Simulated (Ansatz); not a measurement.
**Evanescent states of KF (Fm-3m, rock salt, 2 atoms a cell, 18.7 Å³ an atom) along the normal of (111)**

Level of theory: r2SCAN (plane waves, PAW; Ansatz, a quantum-chemistry and plane-wave program).

The gap is the functional's own. No spin-orbit coupling. Mid-gap values are interpolated on the energy grid.

Energies count from the valence-band top; κ is the least over a 12×12 mesh across the current.

```
E (eV)  κ (1/Å)  where
------  -------  -----
0.15      0.250      Γ
0.47      0.397      Γ
0.78      0.474      Γ
1.08      0.523      Γ
1.40      0.555      Γ
1.71          …      Γ
2.02          …      Γ
2.33          …      Γ
2.63          …      Γ
2.94          …      Γ
3.25          …      Γ
3.56          …      Γ
3.88          …      Γ
4.18          …      Γ
4.50          …      Γ
4.80          …      Γ
5.12          …      Γ
5.42      0.430      Γ
5.74      0.389      Γ
6.04      0.341      Γ
6.36      0.279      Γ
6.67      0.194      Γ
```

What belongs in the gaps?


- 1.71, κ (1/Å): 0.575
- 2.02, κ (1/Å): 0.588
- 2.33, κ (1/Å): 0.593
- 2.63, κ (1/Å): 0.594
- 2.94, κ (1/Å): 0.591
- 3.25, κ (1/Å): 0.583
- 3.56, κ (1/Å): 0.572
- 3.88, κ (1/Å): 0.557
- 4.18, κ (1/Å): 0.540
- 4.50, κ (1/Å): 0.518
- 4.80, κ (1/Å): 0.493
- 5.12, κ (1/Å): 0.464
